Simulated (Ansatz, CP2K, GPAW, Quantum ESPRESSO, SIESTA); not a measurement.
One structure in several programs: Ti3Al5 (Pmmm, 8 atoms in the cell)

Self-consistent single point.

```yaml
crystal:
  lattice:
    - [3.91154, 0.00000, 0.00000]
    - [0.00000, 4.02478, 0.00000]
    - [0.00000, 0.00000, 8.10511]
  atoms:
    - { symbol: Ti, position: [0.00000, 0.50000, 0.26507] }
    - { symbol: Ti, position: [0.00000, 0.50000, 0.73493] }
    - { symbol: Ti, position: [0.50000, 0.50000, 0.00000] }
    - { symbol: Al, position: [0.00000, 0.00000, 0.00000] }
    - { symbol: Al, position: [0.00000, 0.00000, 0.50000] }
    - { symbol: Al, position: [0.50000, 0.50000, 0.50000] }
    - { symbol: Al, position: [0.50000, 0.00000, 0.24223] }
    - { symbol: Al, position: [0.50000, 0.00000, 0.75777] }
```

Shared settings, as Ansatz (a first-principles code) writes them: kpoints.mp_grid.grid = 6 6 3; scf.occupations.method = fermi_dirac; scf.occupations.width = 0.1 eV. Potentials and cutoffs stand in the table.

| code | model | pressure (GPa) | largest force (eV/Å) | cutoff |
|---|---|---|---|---|
| GPAW | LDA (Perdew-Wang 92), GPAW PAW datasets LDA (gpaw-data 1.0.1) | -5.04 | 0.095 | 850 eV |
| SIESTA | LDA PW92, numerical atomic orbitals DZP, PseudoDojo LDA standard norm-conserving potentials (rewritten from UPF to PSML) | -6.79 | 0.083 | grid 350 Ry |
| Ansatz | LDA (PW92), PAW files made with PBE | -5.37 | 0.102 | default |
| Quantum ESPRESSO | LDA (PZ), GBRV 1.5 ultrasoft (LDA) pseudopotentials | -5.43 | 0.102 | 50 Ry |
| CP2K | LDA (Pade form), GPW, DZVP-MOLOPT-SR-GTH basis, GTH-PADE potentials (GTH_POTENTIALS) | -6.11 | 0.094 | grid 600 Ry |

Size of the force on each atom (eV/Å): Sizes of forces hide their directions.

```json
[
 {"code": "GPAW", "Ti1": "0.023", "Ti2": "0.023", "Ti3": "0.000", "Al4": "0.000", "Al5": "0.000", "Al6": "0.000", "Al7": "0.095", "Al8": "0.095"},
 {"code": "SIESTA", "Ti1": "0.053", "Ti2": "0.053", "Ti3": "0.000", "Al4": "0.000", "Al5": "0.000", "Al6": "0.000", "Al7": "0.083", "Al8": "0.083"},
 {"code": "Ansatz", "Ti1": "0.019", "Ti2": "0.019", "Ti3": "0.000", "Al4": "0.000", "Al5": "0.000", "Al6": "0.000", "Al7": "0.102", "Al8": "0.102"},
 {"code": "Quantum ESPRESSO", "Ti1": "0.018", "Ti2": "0.018", "Ti3": "0.000", "Al4": "0.000", "Al5": "0.000", "Al6": "0.000", "Al7": "0.102", "Al8": "0.102"},
 {"code": "CP2K", "Ti1": "0.016", "Ti2": "0.016", "Ti3": "0.000", "Al4": "0.000", "Al5": "0.000", "Al6": "0.000", "Al7": "0.094", "Al8": "0.094"}
]
```

On Ansatz's run: spin polarisation is off.

The spread over the programs that give each value: pressure within 1.75 GPa; largest force within 0.019 eV/Å.

SIESTA and CP2K use small atom-centred bases, whose incompleteness enters pressures, forces and empty levels differently from a plane-wave cutoff. Ansatz's pressure is given at a fixed set of plane waves, as the other plane-wave codes print theirs. The same LDA comes in different parametrisations, which differ slightly. In the pressure, SIESTA (by 1.42) lies more than 1 GPa from the median of the plane-wave programs.

The starting cell comes from a database of computed structures (which also holds hypothetical and non-ambient phases and stackings), without a prior relaxation at this level. Its lattice was rescaled by a random factor within 2.5 % of one.

Keys are those of Ansatz 0.2.
